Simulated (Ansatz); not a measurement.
**MgSe under load (space group P6_3mc): band-edge transport data**

Input:

```xyz
4
Lattice="4.1125 0.0000 0.0000 -2.0563 3.5616 0.0000 0.0000 0.0000 6.9536" Properties=species:S:1:pos:R:3 pbc="T T T"
Mg     2.0563     1.1872     3.4976
Mg     0.0000     2.3744     6.9744
Se     2.0563     1.1872     6.0637
Se     0.0000     2.3744     2.5869
```

Level of theory: PBEsol with spin-orbit coupling, rigid bands (plane waves, PAW; Ansatz, an electronic-structure program). Condition of this run: biaxial stress xx = yy = 2 GPa (compression positive) (the target of the relaxation). Cell: cell and atoms relaxed with PBEsol, then loaded as said.

```yaml
band_gap: 2.44 eV
electron conductivity mass (300 K, dilute): 0.21 (x), 0.21 (y), 0.181 (z) mₑ
hole conductivity mass (300 K, dilute): 0.86 (x), 0.86 (y), 3.4 (z) mₑ
effective density of states N_c (300 K): 2.2e18 cm⁻³
effective density of states N_v (300 K): 2.9e19 cm⁻³
density_of_states_mass_electrons: 0.194 mₑ
density_of_states_mass_holes: 1.10 mₑ
Seebeck coefficient, n-type 1e19 cm⁻³, 300 K: -113 μV/K
Seebeck coefficient, p-type 1e19 cm⁻³, 300 K: 325 μV/K
```

Rigid bands; masses and Seebeck coefficients take one relaxation time τ for all states and one kind of carrier; polarons and phonon drag are left out.
